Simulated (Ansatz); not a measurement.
An Ansatz (a quantum-chemistry and plane-wave program) input (PBEsol (Ansatz; PAW; 420 eV plane waves; without spin-orbit coupling)):

Ansatz 0.2 input:
```yaml
crystal:
  lattice:
    - [4.243268233, 0, 0]
    - [-2.1216341165, 3.6747780848, 0]
    - [0, 0, 5.2329137017]
  atoms:
    - { symbol: Pb, position: [0.6666666667, 0.3333333333, 0.25] }
    - { symbol: Pb, position: [0.3333333333, 0.6666666667, 0.75] }
    - { symbol: O, position: [0.6666666667, 0.3333333333, 0.75] }
    - { symbol: O, position: [0.3333333333, 0.6666666667, 0.25] }
basis: { ecutwfc: 420, ecutrho_ratio: 4, xc_grid: 2, fft_grid_basis: typed }
kpoints: { mp_grid: { grid: [9, 9, 7] } }
hamiltonian:
  xc: pbesol
  dispersion: none
  pseudopotentials: { kind: paw }
scf: { occupations: { method: fermi_dirac, width: 0.05 }, convergence: { dr2_threshold: 0.0000000004 } }
output: { forces: true, stress: true }
checkpoint: { write: state.ck, write_every: 1000 }
```

Task: Which symmetry and how many k-points will the program report, and about how many plane waves at Γ?

Result: Space group P63/mmc (ITA 194) with 24 operations, k-points 48 of 567, and 1595 plane waves at Γ.

Whether these cells are dynamically stable was not tested. The cell was made from PbS by this change: S → O; the result is a hypothetical phase, not in the database extracts checked.
